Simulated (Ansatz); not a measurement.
A computed series for SnBi2Te4: response to strain

Consider SnBi₂Te₄ (space group R-3m, No. 166; a cell from a computed database, its experimental status unchecked).

```yaml
crystal:
  lattice:
    - [2.20347, 1.27217, 13.74425]
    - [-2.20347, 1.27217, 13.74425]
    - [0.00000, -2.54434, 13.74425]
  atoms:
    - { symbol: Sn, position: [0.00000, 0.00000, 0.00000] }
    - { symbol: Bi, position: [0.57272, 0.57272, 0.57272] }
    - { symbol: Bi, position: [0.42728, 0.42728, 0.42728] }
    - { symbol: Te, position: [0.86444, 0.86444, 0.86444] }
    - { symbol: Te, position: [0.13556, 0.13556, 0.13556] }
    - { symbol: Te, position: [0.71132, 0.71132, 0.71132] }
    - { symbol: Te, position: [0.28868, 0.28868, 0.28868] }
```

Cartesian axes are those of the cell as printed.

Strains are applied to the cell and any free atomic positions relax; under biaxial strain the out-of-plane vector relaxes too.

The values are results of DFT with PBE-D3(BJ), PAW potentials and a 420 eV plane-wave cutoff in Ansatz (a quantum-chemistry and plane-wave program), no spin-orbit coupling, not measurements.

Notes on the quantities. energy relative to the base: free energy F.

```csv
change,energy relative to the base,volume per atom,gap character
base,0 meV/atom,33.02 Å³,direct at T
"biaxial strain −2.71 %, plane normal [001], relaxed out of plane",+10 meV/atom,32.18 Å³,"indirect, T → L"
"biaxial strain −1.33 %, plane normal [001], relaxed out of plane",+2.4 meV/atom,32.62 Å³,direct at T
"biaxial strain −1.18 %, plane normal [001], relaxed out of plane",+1.9 meV/atom,32.66 Å³,direct at T
"biaxial strain +0.36 %, plane normal [001], relaxed out of plane",+0.2 meV/atom,33.14 Å³,direct at T
"biaxial strain +0.78 %, plane normal [001], relaxed out of plane",+0.8 meV/atom,33.26 Å³,direct at T
isotropic strain −1.27 %,+6.4 meV/atom,31.78 Å³,direct at T
uniaxial strain ε_zz = −0.94 %,+0.5 meV/atom,32.71 Å³,direct at T
tensor shear ε_yz = +0.72 %,+0.8 meV/atom,33.02 Å³,direct at A
```

With Bi and Te present, leaving out spin-orbit coupling can change the band edges. Whether these cells are dynamically stable was not tested. The D3 term's C6 switches between coordination references near this geometry, which can add small steps to energies. Labels are those of the standard path for the cell's own space group.
